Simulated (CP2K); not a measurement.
Input and output of a self-consistent single point for MgH2 (P4_2/mnm, 6 atoms in the cell) (CP2K).

Computed with CP2K with PBE, GPW, DZVP-MOLOPT-SR-GTH basis, GTH-PBE potentials (GTH_POTENTIALS).

The change in words: lattice scaled by 0.98. Reference geometry:
```xyz
6
Lattice="4.4588 0.0000 0.0000 0.0000 4.4588 0.0000 0.0000 0.0000 2.9806" Properties=species:S:1:pos:R:3 pbc="T T T"
Mg     2.2294     2.2294     1.4903
Mg     0.0000     0.0000     0.0000
H      3.1014     3.1014     0.0000
H      1.3574     1.3574     0.0000
H      3.5868     0.8720     1.4903
H      0.8720     3.5868     1.4903
```

Reference input (self-consistent single point, DFT PBE, GPW, DZVP-MOLOPT-SR-GTH basis, GTH-PBE potentials (GTH_POTENTIALS)): CUTOFF = 1000 Ry; REL_CUTOFF = 40 Ry; SMEAR/METHOD = FERMI_DIRAC; ELECTRONIC_TEMPERATURE = 116.05 K; KPOINTS/SCHEME = MONKHORST-PACK 8 8 11; GAMMA_CENTERED = T; XC_FUNCTIONAL = PBE; Mg/BASIS_SET = DZVP-MOLOPT-SR-GTH-q10; Mg/POTENTIAL = GTH-PBE-q10; H/BASIS_SET = DZVP-MOLOPT-SR-GTH-q1; H/POTENTIAL = GTH-PBE-q1; METHOD = GPW. This run's input differs from it in these lines:

```diff
@@ -64,5 +64,5 @@
     &CELL
-      A 4.45878300 0.00000000 0.00000000
-      B 0.00000000 4.45878300 0.00000000
-      C 0.00000000 0.00000000 2.98057000
+      A 4.36960700 0.00000000 0.00000000
+      B 0.00000000 4.36960700 0.00000000
+      C 0.00000000 0.00000000 2.92095900
       PERIODIC XYZ
```

Output, abridged:

```
 SCF WAVEFUNCTION OPTIMIZATION

  Step     Update method      Time    Convergence         Total energy    Change
     1 NoMix/Diag. 0.40E+00      -     1.11215912      -128.7648014202 -1.29E+02
     2 Broy./Diag. 0.40E+00      -     0.01539193      -128.6972564656  6.75E-02
     3 Broy./Diag. 0.40E+00      -     0.02641553      -128.9430763268 -2.46E-01
     4 Broy./Diag. 0.40E+00      -     0.00217825      -128.9172048227  2.59E-02
     5 Broy./Diag. 0.40E+00      -     0.00137895      -128.8788812275  3.83E-02
     6 Broy./Diag. 0.40E+00      -     0.00015683      -128.8775482601  1.33E-03
   [... 2 lines left out ...]
     9 Broy./Diag. 0.40E+00      -     0.00000642      -128.8778247461  2.16E-04
    10 Broy./Diag. 0.40E+00      -     0.00000324      -128.8778692717 -4.45E-05
    11 Broy./Diag. 0.40E+00      -     0.00000041      -128.8778851664 -1.59E-05
    12 Broy./Diag. 0.40E+00      -     0.00000008      -128.8778825715  2.59E-06
  *** SCF run converged in    12 steps ***

  Overlap energy of the core charge distribution:               0.00000000000000
  Self energy of the core charge distribution:               -298.33530625122683
  Core Hamiltonian energy:                                     88.95888114974642
  Hartree energy:                                              99.27829401120665
  Exchange-correlation energy:                                -18.77975148120121
  Electronic entropic energy:                                  -0.00000000000012
  Fermi energy:                                                 0.21685347427734

  Total energy:                                              -128.87788257147508
  Total energy (extrapolated to T->0):                       -128.87788257147503

   [... lines left out ...]

 STRESS| Analytical stress tensor [bar]
 STRESS|                        x                   y                   z
 STRESS|      x        4.36149241964E+04   6.87484863106E-01   9.61116898809E-03
 STRESS|      y        6.87484863106E-01   4.36149241948E+04   9.61098233818E-03
 STRESS|      z        9.61116898809E-03   9.61098233818E-03   5.63228441079E+04
 STRESS| 1/3 Trace                                             4.78508974997E+04
```

The run converged in 12 iterations. Against the reference run the free energy goes up by 9.7 meV/atom, the pressure goes from 0.75 to 4.79 GPa, the largest force goes from 0.113 to 0.132 eV/Å and the gap on the mesh goes from 3.336 to 3.497 eV.

The starting cell comes from a database of computed structures (which also holds hypothetical and non-ambient phases and stackings), without a prior relaxation at this level. Its lattice was rescaled by a random factor within 2.5 % of one. For this run, on top of that: lattice scaled by 0.98. Values carry the incompleteness of an atom-centred basis. With a pressure of about 5 GPa the cell is away from its equilibrium volume at this level.

Cost on one core of a shared machine: roughly 60 s.
